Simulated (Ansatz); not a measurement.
## Effect of pressure 1.8 GPa on GaCuSe2

The reference is GaCuSe2 in the chalcopyrite structure (space group I-42d, No. 122; a = 5.6083 Å, c = 11.0975 Å).

The change: a hydrostatic pressure of 1.8 GPa.

Calculations: Ansatz (a program for electronic structure) r2SCAN, scalar-relativistic without spin-orbit coupling. k-mesh 8×8×8 (Γ-centred); smearing 0.05 eV (Fermi–Dirac).

The volume per atom drops by 0.524 Å³ to 21.29 Å³ and the density grows by 0.14 g/cm³, from 5.54 g/cm³ to 5.68 g/cm³. The lattice parameter a decreases by 0.0456 Å to 5.563 Å and the shortest interatomic distance falls by 0.021 Å to 2.387 Å. The enthalpy H = E + PV relative to the base's energy amounts to +0.24 eV/atom and the band gap increases by 0.11 eV (0.57 eV → 0.68 eV). The gap character is still direct at Γ and the mean gap deformation potential ΔEg/Δln V is -4.6 eV. The width of the top valence band goes up by 0.05 eV to 0.98 eV and the electron mass goes from 0.071 mₑ along c, 0.079 mₑ across (at Γ) to 0.080 mₑ along c, 0.087 mₑ across (at Γ). The valence-band top at Γ (three highest levels, from the VBM) stays 0.00, -0.11, -0.11 eV.

Cost of the whole job for the changed cell (relaxation, final SCF and bands): roughly 14 core-minutes.

Load acts through the strain it causes; cell and atoms are relaxed under it. Effective masses come from finite differences of ±0.01 Å⁻¹. Stability against distortions was not tested. All final runs are without spin polarisation.
